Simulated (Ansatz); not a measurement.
The starting structures come from a database of crystals and need not be the phases stable at ambient conditions.

 Where the default PAW files enter, the runs use the earlier of Ansatz's two default sets.

Tunnelling through a barrier is set by its complex band structure: the current falls as exp(−2κd) with the smallest κ.

```xyz
11
Lattice="4.5585 0.0000 0.0000 -0.8466 5.2858 0.0000 0.8466 1.3707 5.1050" Properties=species:S:1:pos:R:3 pbc="T T T"
Zn     2.2792     4.5973     3.5258
Zn     2.2792     2.0591     1.5792
P      4.6183     2.2107     4.0097
P     -0.0598     4.4458     1.0953
O      3.7664     3.2516     4.7486
O      0.7921     3.4049     0.3563
O      0.7921     5.4294     1.9090
O      3.7664     1.2271     3.1960
O      3.3855     3.7976     1.9405
O      1.1730     2.8588     3.1645
O      0.0000     0.0000     0.0000
```

Space group of this cell: C2/m. The cell is taken as given; by r2SCAN its mean pressure is -6.5 GPa.

Transport runs along the normal of the first two printed cell vectors.

The gap is the functional's own, uncorrected, and κ follows it; spin-orbit coupling is left out. Mid-gap values are interpolated between the computed energies.

### Question
Give the band gap and the smallest decay constant κ at mid-gap that r2SCAN in Ansatz (a quantum-chemistry and plane-wave program) yields.

### Answer
Gap 4.27 eV on a 8×6×6 mesh; κ = 0.388 1/Å, at the zone centre.
